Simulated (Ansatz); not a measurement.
# TiN under a change: biaxial strain −2.32 %, plane normal [001], relaxed out of plane

The reference is TiN in the rock salt structure (space group Fm-3m, No. 225; a = 4.2045 Å; relaxed with 0.1 eV smearing). Axes: x, y, z lie along the cube axes.

Now apply this change: biaxial strain −2.32 %, plane normal [001], relaxed out of plane (Cartesian); in-plane vectors clamped, the third vector and the atoms free.

The values are results of PBEsol in Ansatz (plane waves to 420 eV, PAW, spin-orbit coupling left out), not measurements. Γ-centred 24×24×24 mesh, Fermi–Dirac width 0.1 eV.

The volume per atom shrinks by 0.34 Å³, from 9.29 Å³ to 8.95 Å³ and the space group goes from Fm-3m (No. 225) to I4/mmm (No. 139). The shortest interatomic distance drops by 0.0488 Å (2.102 Å → 2.054 Å) and the energy goes up by 25 meV/atom. The band gap remains zero and the out-of-plane strain comes out as +0.96 %. The ratio −ε⊥/ε∥ is 0.41 and the mean in-plane stress (compression positive) comes out as +19.4 GPa.

Cost of the whole job for the changed cell (relaxation, final SCF and bands): very roughly 110 core-seconds.

Stability against distortions was not tested. The base started in Pnma and relaxed to Fm-3m at this level. All final runs are without spin polarisation. An odd electron count without spin: TiN.

Ansatz is a program for electronic structure.
